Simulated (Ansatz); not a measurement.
Base system: Al2O3 in the corundum structure (space group R-3c, No. 167; a = 4.7292 Å, c = 12.8916 Å (hexagonal axes)).

All numbers come from LDA (Ansatz, a program for electronic structure, PAW, spin-orbit coupling left out).

One change was made to it. Results:

```csv
quantity,base,after
gap character,direct at Γ,direct at Γ
band gap,6.43 eV,7.09 eV
volume per atom,8.32 Å³,7.90 Å³
"valence-band top at Γ (three highest levels, from the VBM)","0.00, -0.04, -0.04 eV","0.00, -0.08, -0.08 eV"
```

**Question.** Which of these changes matches the shifts?
A) pressure 15 GPa
B) pressure 4.5 GPa
C) pressure −2 GPa
D) pressure 30 GPa
E) pressure 0.9 GPa

**Answer.** A, pressure 15 GPa. For comparison, the band gap in the other runs: pressure −2 GPa gives 6.33 eV; pressure 0.9 GPa gives 6.47 eV; pressure 4.5 GPa gives 6.64 eV; pressure 30 GPa gives 7.64 eV.

Load acts through the strain it causes; cell and atoms are relaxed under it. Whether these cells are dynamically stable was not tested. Competing high-pressure phases were not computed.
